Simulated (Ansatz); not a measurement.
Data:

```
Li3VS4
1.0
    5.88800     0.00000     0.00000
    0.00000     5.88800     0.00000
    0.00000     0.00000     5.76141
V Li S
1 3 4
Direct
  0.00000   0.00000   0.00000
  0.50000   0.00000   0.00000
  0.00000   0.00000   0.50000
  0.00000   0.50000   0.00000
  0.21092   0.21092   0.21281
  0.21092   0.78908   0.78719
  0.78908   0.21092   0.78719
  0.78908   0.78908   0.21281
```

No spin polarisation.

Computed with Kohn–Sham DFT with the PBEsol functional, run in Ansatz (a first-principles code) with PAW and 420 eV plane waves, without spin-orbit coupling. Γ-centred 6×6×6 mesh, Fermi–Dirac width 0.05 eV.

**Question.** Predict the gap character, space group and band gap.

**Answer.** 
- Gap character = indirect, R → Γ
- Space group = P-42m (No. 111)
- Band gap = 1.88 eV

The cells carry an imposed strain or load. Whether these cells are dynamically stable was not tested. All final runs are without spin polarisation. The cell was made from Li₃VS₄ (space group P-43m, No. 215; a model cell, its experimental status unchecked) by this change: uniaxial strain ε_zz = −2.15 %.
